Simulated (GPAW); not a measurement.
```yaml
crystal:
  lattice:
    - [3.79959, 0.00000, 0.00000]
    - [-1.89979, 3.29054, 0.00000]
    - [0.00000, 0.00000, 17.09974]
  atoms:
    - { symbol: Sn, position: [0.00000, 0.00000, 0.50000] }
    - { symbol: Se, position: [0.33333, 0.66667, 0.59064] }
    - { symbol: Se, position: [0.66667, 0.33333, 0.40936] }
```

Method of the run: PBE, GPAW PAW datasets PBE (gpaw-data 1.0.1) (plane waves; GPAW).

The set-up and first iterations of a GPAW log for a sheet of SnSe2 (3 atoms in the cell):

```
Input parameters:
  convergence: {density: 1e-05,
                energy: 1e-05}
  kpts: [7 7 1]
  maxiter: 120
  mode: {ecut: 600.0,
         name: pw}
  nbands: -9
  occupations: {fixmagmom: False,
                name: fermi-dirac,
                width: 0.1}
  symmetry: {symmorphic: False,
             tolerance: 0.0005}
  xc: PBE

species:
  Sn:
    name: Tin
    Z: 50.0
    valence: 14
    core: 36
    charge: 0.0
    file: Sn.PBE.gz

    # Using partial waves for Sn as LCAO basis

  Se:
    name: Selenium
    Z: 34.0
    valence: 6
    core: 28
    charge: 0.0
    file: Se.PBE.gz

    # Using partial waves for Se as LCAO basis

Reference energy: -300217.757568  # eV

Spin-paired calculation

Convergence criteria:
 Maximum [total energy] change in last 3 cyles: 1e-05 eV / valence electron
 Maximum integral of absolute [dens]ity change: 1e-05 electrons / valence electron
   [... lines left out ...]
  width: 0.1000  # eV

Eigensolver

Densities:
  Coarse grid: 24*24*98 grid
  Fine grid: 48*48*196 grid
  Total Charge: 0.000000

Density mixing:
  Method: separate
  Backend: pulay
  Linear mixing parameter: 0.05
  old densities: 5
  Damping of long wavelength oscillations: 50

Hamiltonian:
  XC and Coulomb potentials evaluated on a 48*48*196 grid
  External potential:
    NoExternalPotential

XC parameters: PBE with 2 nearest neighbor stencil

Number of atoms: 3
Number of atomic orbitals: 17
Number of bands in calculation: 22
Number of valence electrons: 26
Bands to converge: occupied

Density initialized from atomic densities
  17 bands from LCAO basis set
  5 bands from random numbers

Atomic positions and initial magnetic moments

Positions:
   0 Sn     0.000000    0.000000    8.549868    ( 0.0000,  0.0000,  0.0000)
   1 Se    -0.000002    2.193694   10.099737    ( 0.0000,  0.0000,  0.0000)
   2 Se     1.899796    1.096846    6.999999    ( 0.0000,  0.0000,  0.0000)

Unit cell:
           periodic     x           y           z      points  spacing
  1. axis:    yes    3.799588    0.000000    0.000000    24     0.1371
  2. axis:    yes   -1.899794    3.290540    0.000000    24     0.1371
  3. axis:    yes    0.000000    0.000000   17.099736    98     0.1745

  Lengths:   3.799588   3.799588  17.099736
  Angles:   90.000000  90.000000 119.999998

Effective grid spacing dv^(1/3) = 0.1559
     iter     time        total  log10-change:
                         energy   eigst   dens
iter:   1 --:--:--   -12.230506
iter:   2 --:--:--   -12.194106   -1.32  -1.19
iter:   3 --:--:--   -12.019066   -1.77  -1.23
iter:   4 --:--:--   -12.049827   -2.20  -1.50
iter:   5 --:--:--   -12.025566   -2.58  -1.69
iter:   6 --:--:--   -12.017078   -3.09  -2.00
iter:   7 --:--:--   -12.010719   -3.48  -2.18
iter:   8 --:--:--   -12.010766   -4.41  -2.98
iter:   9 --:--:--   -12.010714c  -4.98  -3.08
iter:  10 --:--:--   -12.010744c  -5.14  -3.18
iter:  11 --:--:--   -12.010735c  -5.75  -3.70
iter:  12 --:--:--   -12.010735c  -6.41  -3.87
iter:  13 --:--:--   -12.010734c  -6.84  -3.76
iter:  14 --:--:--   -12.010735c  -6.74  -3.80
iter:  15 --:--:--   -12.010736c  -7.39  -3.88
iter:  16 --:--:--   -12.010735c  -7.49c -3.88
iter:  17 --:--:--   -12.010735c  -7.20  -3.89
iter:  18 --:--:--   -12.010734c  -6.67  -3.94
```

**Question.** Will this run converge, and how will it end?

**Answer.** The run converged in 27 iterations. Convergence of the loop says nothing yet on basis, mesh or lower states. It ends on: free energy E − TS (from the program's reference atoms) -12.0119 eV; pressure averaged over the cell with its vacuum 1.47 GPa; largest force (vector length) 0.653 eV/Å. The log goes on:

```
iter:  19 --:--:--   -12.010737c  -7.09  -4.31
iter:  20 --:--:--   -12.010737c  -7.53c -4.42
iter:  21 --:--:--   -12.010737c  -8.14c -4.31
iter:  22 --:--:--   -12.010737c  -8.06c -4.37
iter:  23 --:--:--   -12.010736c  -9.14c -4.41
iter:  24 --:--:--   -12.010736c  -8.79c -4.46
iter:  25 --:--:--   -12.010736c  -9.05c -4.54
iter:  26 --:--:--   -12.010735c  -7.80c -4.65
iter:  27 --:--:--   -12.010735c  -8.88c -5.03c
Converged after 27 iterations.

Dipole moment: (0.000000, 0.000000, -0.000000) |e|*Ang

Energy contributions relative to reference atoms: (reference = -300217.757568)

Kinetic:        +28.236787
Potential:      -25.657925
External:        +0.000000
XC:             -14.487677
Entropy (-ST):   -0.002367
Local:           -0.100736
SIC:             +0.000000
--------------------------
Free energy:    -12.011918
Extrapolated:   -12.010735

Showing only first 2 kpts
 Kpt  Band  Eigenvalues  Occupancy
  0    11     -2.14686    1.99627
  0    12     -2.14686    1.99627
  0    13     -0.28022    0.00001
  0    14      1.07966    0.00000

  1    11     -2.97048    2.00000
  1    12     -2.04402    1.98960
  1    13      0.40034    0.00000
  1    14      1.82924    0.00000

Fermi level: -1.51867

Gap: 1.013 eV
Transition (v -> c):
  (s=0, k=1, n=12, [0.14, 0.00, 0.00]) -> (s=0, k=5, n=13, [0.43, 0.00, 0.00])
Direct/indirect transitions are different
Direct gap: 1.316 eV
Transition at: (s=0, k=5, n=12, [0.43, 0.00, 0.00])
Energy (eV): -12.010735

Forces in eV/Ang:
  0 Sn   -0.00000   -0.00000    0.00000
  1 Se    0.00000    0.00000    0.65274
  2 Se    0.00000   -0.00000   -0.65274

Stress tensor:
    -0.009015     0.000000     0.000000
     0.000000    -0.009015    -0.000000
     0.000000    -0.000000    -0.009416
Stress (GPa, Voigt): [-1.4444 -1.4444 -1.5086 -0.      0.      0.    ]
```

For comparison: a first run was changed to give this one (lattice scaled in the plane by 0.985), and from it to this one the free energy rises by 13.2 meV/atom and the largest force goes from 0.434 to 0.653 eV/Å.

The starting cell was generated: these elements placed on a structure prototype, without a prior relaxation; it need not be a known phase or ordering of this composition. Its lattice was rescaled in the plane by a random factor within 2.5 % of one. For this run, on top of that: lattice scaled in the plane by 0.985. The log's line on a gap gives a spacing of levels on this mesh, which the program prints for metals too.

The run was DFT PBE, plane waves, GPAW PAW datasets PBE (gpaw-data 1.0.1). Main settings of its input:

| setting | value |
|---|---|
| mode | pw |
| ecut | 600 eV |
| xc | PBE |
| kpts | 7 7 1 |
| mesh shift (steps) | 0 0 0 |
| occupations.name | fermi-dirac |
| occupations.width | 0.1 eV |
| nbands | -9 |
| convergence.density | 1e-05 e/electron |
| convergence.energy | 1e-05 eV/electron |
| symmetry.symmorphic | false |
| symmetry.tolerance | 0.0005 |
